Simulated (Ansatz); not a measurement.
The parent structure is BAs in the zinc blende structure (space group F-43m, No. 216; a = 4.8094 Å).

Computed with PBE (Ansatz, a first-principles code, PAW, no spin-orbit coupling), earlier PAW set.

Before the change:

```
Quantity                Value
-------------------  --------
Volume per atom      13.91 Å³
Band gap              1.21 eV
Smallest direct gap   3.25 eV
```

Modification: full substitution As → P; the structure is relaxed again.

Task: How does this affect the volume per atom, band gap and smallest direct gap?

Result: The volume per atom decreases by 2.143 Å³ (13.91 Å³ → 11.76 Å³); the band gap increases by 0.04 eV (1.21 eV → 1.25 eV); the smallest direct gap grows by 0.14 eV to 3.39 eV.

Whether these cells are dynamically stable was not tested.
